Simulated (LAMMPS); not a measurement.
MD of Ni3Al (L1_2) at zero pressure, 864 atoms, as a liquid; each row is its own run.

Model: classical MD, pair style meam, file MoCoNiVFeAlCr_2nn.meam, run in LAMMPS.

```
T (K)  volume (Å³/atom)
-----  ----------------
1320             12.636
1480             12.836
1650             13.052
1820             13.265
2060             13.589
2310             13.939
2640             14.405
```

### Question
Fit a straight line, y = a + b x, to these rows (x is the first column, y the second) and predict the run at x = 2140.

### Answer
Least squares gives a = 10.847 and b = 0.001340. At x = 2140 the fit predicts 13.714 Å³/atom. The run itself gave 13.702 ± 0.006 Å³/atom, so the fit is 0.088 % high.

Caution (row 1320): enthalpy drifts during the constant-pressure average: a transition or slow ageing; fluctuation values are void.

Caution (rows 1320; 1480; 1650; 1820): this liquid lies under the melting point of about 2000 K that MEAM MoCoNiVFeAlCr_2nn.meam gives, so it is undercooled.
